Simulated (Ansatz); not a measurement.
**A computed series for ZnO: response to strain**

Base system: ZnO in the wurtzite structure (space group P6_3mc, No. 186; a = 3.187 Å, c = 5.153 Å).

Strains are applied to the cell and any free atomic positions relax.

Level of theory: Ansatz (a program for electronic structure), LDA, PAW, cutoff 420 eV, without spin-orbit coupling.

Notes on the quantities. pressure: mean of the normal stresses, compression positive.

| isotropic strain (%) | pressure (GPa) |
|---|---|
| -3 | 18.0 |
| -2.4 | 13.8 |
| -1.8 | 9.9 |
| -1.2 | ? |
| 0 | 0.0 |

Fit P = P₀ − Bδ + Cδ² with δ = (1 + ε)³ − 1 to the rows shown and predict the withheld row.

Least squares on the printed values gives P₀ = 0.0 GPa, B = 156 GPa (at held cell shape), C = 568 GPa (largest residual 0.0 GPa); this predicts 6.3 GPa, and the run gives 6.3 GPa, in agreement.

No phonon test of stability was made.
